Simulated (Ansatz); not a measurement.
Take CdSe in the wurtzite structure (space group P6_3mc, No. 186) as the base.

```yaml
crystal:
  lattice:
    - [4.30194, 0.00000, 0.00000]
    - [-2.15097, 3.72559, 0.00000]
    - [0.00000, 0.00000, 7.02103]
  atoms:
    - { symbol: Cd, position: [0.33333, 0.66667, 0.00013] }
    - { symbol: Cd, position: [0.66667, 0.33333, 0.50013] }
    - { symbol: Se, position: [0.33333, 0.66667, 0.37587] }
    - { symbol: Se, position: [0.66667, 0.33333, 0.87587] }
```

Cartesian axes are those of the cell as printed.

All numbers come from Ansatz (a first-principles code) PBEsol, spin-orbit coupling left out.

Strains are applied to the cell and any free atomic positions relax.

One change was made to it. Results:

```tsv
quantity	base	after
valence-band top at Γ (three highest levels, from the VBM)	0.00, 0.00, -0.05 eV	0.00, 0.00, -0.01 eV
pressure (mean of the normal stresses, compression positive)	0.00 GPa	0.65 GPa
band gap	0.54 eV	0.59 eV
```

Q: What was done to the base?
A. uniaxial strain ε_zz = −0.60 %
B. uniaxial strain ε_zz = −1.20 %
C. uniaxial strain ε_zz = −3.00 %

A: B, uniaxial strain ε_zz = −1.20 %. For comparison, the valence-band top at Γ in the other runs: uniaxial strain ε_zz = −3.00 % gives 0.00, -0.05, -0.05 eV; uniaxial strain ε_zz = −0.60 % gives 0.00, 0.00, -0.03 eV.

Whether these cells are dynamically stable was not tested.
